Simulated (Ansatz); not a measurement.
Cu2ZnSnS4 (model structure, started from the kesterite type, I-4, No. 82, 8 atoms in the cell), treated with PBE-D3(BJ) (Ansatz, a first-principles code, PAW).

Settings: plane-wave cutoff 500 eV, 10×10×10 k mesh, Fermi–Dirac smearing 0.05 eV, no spin polarisation, scalar-relativistic PAW data made under PBE.

Cell (relaxed at this level):

```yaml
crystal:
  lattice:
    - [-2.69702, 2.69702, 5.39429]
    - [2.69702, -2.69702, 5.39429]
    - [2.69702, 2.69702, -5.39429]
  atoms:
    - { symbol: Cu, position: [0.00000, 0.00000, 0.00000] }
    - { symbol: Cu, position: [0.75000, 0.25000, 0.50000] }
    - { symbol: Zn, position: [0.25000, 0.75000, 0.50000] }
    - { symbol: Sn, position: [0.50000, 0.50000, 0.00000] }
    - { symbol: S, position: [0.63750, 0.62946, 0.52643] }
    - { symbol: S, position: [0.10303, 0.11108, 0.47357] }
    - { symbol: S, position: [0.37054, 0.89697, 0.00804] }
    - { symbol: S, position: [0.88892, 0.36250, 0.99196] }
```

**Question.** Estimate the band gap that the calculation returns.

**Answer.** 
band gap: 0.16 eV (on the SCF k mesh)

Spin–orbit coupling is not included.

Static lattice: no zero-point or thermal effects.

Computing time: around 13 core-minutes (rough).

A model structure was made by putting elements into a prototype or built by hand; here it ended with the formula and space group of a phase in our tables.
